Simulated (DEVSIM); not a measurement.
Structure: Schottky contact on n-type β-Ga2O3, at 300 K.

Layer 1 from the left is β-Ga2O3, thickness (μm) 0.350, Nd (cm⁻³) 5e15, τn (s) 5e-8, τp (s) 5e-8.

Left contact: Schottky, work function 5.51 eV, emission velocity 2.3e6 cm/s. Right contact: ohmic. Voltage is applied to the left contact. Recombination: SRH at mid-gap, radiative. Mobility is constant in doping.

This is a model device: material constants are rounded textbook-type values typed into the input, and sizes, dopings and lifetimes were drawn at random. Values at 300 K.

β-Ga2O3: gap (eV) 4.8, affinity (eV) 4, permittivity 10, Nc (cm⁻³) 3.7e18, Nv (cm⁻³) 5e20, μn (cm²/Vs) 160, μp (cm²/Vs) 1, B (cm³/s) 1e-12.

Model (solved in DEVSIM): 1D drift-diffusion, Boltzmann statistics, complete ionisation; no tunnelling, impact ionisation, image-force lowering or self-heating. Metal contacts follow the ideal Schottky-Mott rule: no Fermi-level pinning, no interface dipoles.

Dark forward current:

```
|V| (V)  |J| (A/cm²)
-------  -----------
0.40       2.289e-13
0.45       1.569e-12
0.50       1.075e-11
0.55       7.357e-11
0.60       5.032e-10
0.65        3.438e-9
0.70        2.346e-8
0.75        1.599e-7
0.80        1.088e-6
0.85        7.387e-6
0.90        5.000e-5
0.95       0.0003372
1.00        0.002261
1.05         0.01504
1.10         0.09870
1.15          0.6310
1.20           3.790
1.25           19.26
1.30           69.18
1.35           166.0
1.40           298.6
1.45           452.4
1.50           618.0
1.55           790.4
1.60           966.7
1.65            1145
```

Question: Work out the local ideality factor n = ΔV / (kT/q · ln(J2/J1)) between the rows 0.40 and 0.45 V, 1.60 and 1.65 V.

Answer: kT/q = 25.85 mV. From 0.40 to 0.45 V: ln(1.569e-12/2.289e-13) = 1.925, n = 1.00, near the 1 of diffusion or emission over a barrier. From 1.60 to 1.65 V: ln(1145/966.7) = 0.169, n = 11.43; the layers' resistance at their doping, Σ W/(qμN) = 0.00027 Ω cm², would take 49 mV of this step of 50 mV.

Question: Estimate the current at 0.75 V for emission alone, J0 = q v N_band exp(−φB/kT), and read the barrier back from the simulated current.

Answer: φB = 1.510 eV, N_band = 3.70e18 cm⁻³, J0 = 5.83e-20 A/cm²; J = J0 (exp(qV/kT) − 1) = 2.32e-7 A/cm². The simulation gives 1.60e-7 A/cm²; the estimate lies 45 % above. Read backwards, the simulated current gives an apparent barrier of 1.520 eV. The estimate leaves out transport through the depletion region and minority injection.
